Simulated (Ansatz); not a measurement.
# cubic SrTiO3 (1 1 0) on zinc-blende GaAs (1 1 0) (film strained to the substrate, started from cuts of the bulks and a machine-learned relaxation; slabs As8Ga8 and Sr3Ti3O11, which can lie off the formulas)

A periodic stack without vacuum, cubic SrTiO3 (1 1 0) on zinc-blende GaAs (1 1 0) (film strained to the substrate, started from cuts of the bulks and a machine-learned relaxation; slabs As8Ga8 and Sr3Ti3O11, which can lie off the formulas): substrate slab As8Ga8, film Sr3Ti3O11, surface cells [[0, -1], [1, -1]] and [[1, 0], [1, 1]], film strained by +3.2 and +3.2 %, outermost planes AsGa/AsGa and O/O as cut, which need not be the usual terminations and can put a slab off its formula.

The start was prepared with a machine-learned potential, and the result is one local minimum, with the in-plane cell held and forces under 0.04 eV/Å; the film can end far from its bulk form.

All values below come from PBE (plane waves to 420 eV, PAW; Ansatz, a quantum-chemistry and plane-wave program). Scalar-relativistic, without spin–orbit coupling; PBE gaps are too small against experiment. Its k-point mesh 7×4×1, Fermi–Dirac width 0.05 eV.

The interface area is 23.3 Å², the period is 25.57 Å and the heights between the nearest atoms of the two slabs at the two interfaces is 1.53 and 1.53 Å. The As–Sr contacts across the interfaces within 1.22 times the sum of covalent radii is 2, mean 3.35 Å and the As–O contacts across the interfaces within 1.22 times the sum of covalent radii is 2, mean 1.79 Å. The Ga–O contacts across the interfaces within 1.22 times the sum of covalent radii comes out as 2, mean 1.85 Å, the Ga–Sr contacts across the interfaces within 1.22 times the sum of covalent radii is 2, mean 3.41 Å and the spin-polarised check at this geometry is falls back to no moment.

```
CELL_PARAMETERS angstrom
      4.06279    -0.00003     0.00006
      4.06281     5.74541    -0.05331
     -2.03032    -2.63636    25.59207
ATOMIC_POSITIONS crystal
  As 0.55969 0.24778 0.03134
  As 0.58050 0.78552 0.11076
  As 0.57400 0.32186 0.18811
  As 0.57574 0.86121 0.26803
  As 0.57566 0.40065 0.34688
  As 0.57388 0.94120 0.42680
  As 0.58034 0.48213 0.50417
  As 0.55960 0.02375 0.58355
  Ga 0.83466 0.02784 0.10937
  Ga 0.75992 0.51126 0.03073
  Ga 0.82606 0.11049 0.26747
  Ga 0.82553 0.57006 0.18907
  Ga 0.82542 0.18843 0.42584
  Ga 0.82596 0.65051 0.34744
  Ga 0.75981 0.28787 0.58421
  Ga 0.83451 0.72583 0.50552
  Sr 0.18775 0.22031 0.70548
  Ti 0.21227 0.71422 0.69781
  O  0.50281 0.44803 0.64732
  O  0.82818 0.94078 0.64404
  O  0.60444 0.76034 0.70695
  Sr 0.69285 0.77480 0.80746
  Ti 0.68499 0.27643 0.80745
  O  0.86995 0.03614 0.75269
  O  0.36560 0.52541 0.75253
  O  0.12061 0.30436 0.80746
  Sr 0.18754 0.32229 0.90943
  Ti 0.21235 0.82384 0.91710
  O  0.36584 0.58015 0.86243
  O  0.87012 0.09062 0.86216
  O  0.60445 0.86087 0.90796
  O  0.82806 0.10453 0.97082
  O  0.50260 0.60847 0.96764
```
